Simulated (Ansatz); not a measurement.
## Pressure series in Pd

The parent structure is Pd in the fcc (Cu type) structure (space group Fm-3m, No. 225).

Space group Fm-3m (No. 225); a = 3.9426 Å, b = 3.9426 Å, c = 3.9426 Å, α = 90.00°, β = 90.00°, γ = 90.00°

```csv
atom,site,symmetry,x,y,z
Pd,4a,m-3m,0.0000,0.0000,0.0000
```
(The calculation used a cell of 1 atom; values per cell refer to that cell.)

Cell and atoms are relaxed at each pressure.

All numbers come from plane-wave PAW DFT at the PBE level (Ansatz, an electronic-structure program, 420 eV), no SOC, earlier PAW set.

Notes on the quantities. enthalpy: H = E + PV relative to the base's energy.

```
change                density       enthalpy
----------------  -----------  -------------
base              11.53 g/cm³              –
pressure −2 GPa   11.39 g/cm³  -0.19 eV/atom
pressure −1 GPa   11.46 g/cm³  -0.10 eV/atom
pressure 0.3 GPa  11.55 g/cm³  +0.03 eV/atom
pressure 0.7 GPa  11.58 g/cm³  +0.07 eV/atom
pressure 1.5 GPa  11.63 g/cm³  +0.14 eV/atom
pressure 3 GPa    11.73 g/cm³  +0.28 eV/atom
pressure 5 GPa    11.86 g/cm³  +0.47 eV/atom
pressure 7.5 GPa  12.00 g/cm³  +0.70 eV/atom
pressure 10 GPa   12.15 g/cm³  +0.93 eV/atom
```

Load acts through the strain it causes; cell and atoms are relaxed under it. No phonon test of stability was made. Competing high-pressure phases were not computed. All final runs are without spin polarisation.
